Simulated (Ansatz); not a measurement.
MoSi2, response to strain

The parent structure is MoSi2 (space group I4/mmm, No. 139; relaxed with 0.1 eV smearing).

```
MoSi2
1.0
   -1.58700     1.58700     3.88936
    1.58700    -1.58700     3.88936
    1.58700     1.58700    -3.88936
Si Mo
2 1
Direct
  0.66479   0.66479   0.00000
  0.33521   0.33521   0.00000
  0.00000   0.00000   0.00000
```

Cartesian axes are those of the cell as printed.

Strains are applied to the cell and any free atomic positions relax; under biaxial strain the out-of-plane vector relaxes too.

The values are results of LDA in Ansatz (plane waves to 420 eV, PAW, no SOC), not measurements.

Notes on the quantities. energy relative to the base: free energy F; pressure: mean of the normal stresses, compression positive.

| case | volume per atom | energy relative to the base | pressure |
|---|---|---|---|
| base | 13.06 Å³ | 0 meV/atom | 0.0 GPa |
| biaxial strain −3.00 %, plane normal [001], relaxed out of plane | 12.45 Å³ | +40 meV/atom | 11.4 GPa |
| biaxial strain −2.50 %, plane normal [001], relaxed out of plane | 12.55 Å³ | +28 meV/atom | 9.4 GPa |
| biaxial strain −2.00 %, plane normal [001], relaxed out of plane | 12.65 Å³ | +17 meV/atom | 7.4 GPa |
| biaxial strain −1.50 %, plane normal [001], relaxed out of plane | 12.75 Å³ | +9.7 meV/atom | ___ |
| biaxial strain −0.50 %, plane normal [001], relaxed out of plane | ___ | +1.1 meV/atom | 1.7 GPa |
| biaxial strain +1.00 %, plane normal [001], relaxed out of plane | 13.28 Å³ | +4.1 meV/atom | -3.3 GPa |
| biaxial strain +2.00 %, plane normal [001], relaxed out of plane | 13.50 Å³ | +16 meV/atom | -6.3 GPa |
| biaxial strain +2.50 %, plane normal [001], relaxed out of plane | 13.61 Å³ | +25 meV/atom | -7.7 GPa |
| biaxial strain +3.00 %, plane normal [001], relaxed out of plane | 13.72 Å³ | +35 meV/atom | -9.1 GPa |

**Question.** Fill in the withheld entries from the trend.

**Answer.** 
- biaxial strain −1.50 %, plane normal [001], relaxed out of plane, pressure: 5.4 GPa
- biaxial strain −0.50 %, plane normal [001], relaxed out of plane, volume per atom: 12.96 Å³

Whether these cells are dynamically stable was not tested. The final runs are not spin-polarised.

Ansatz is a first-principles code.
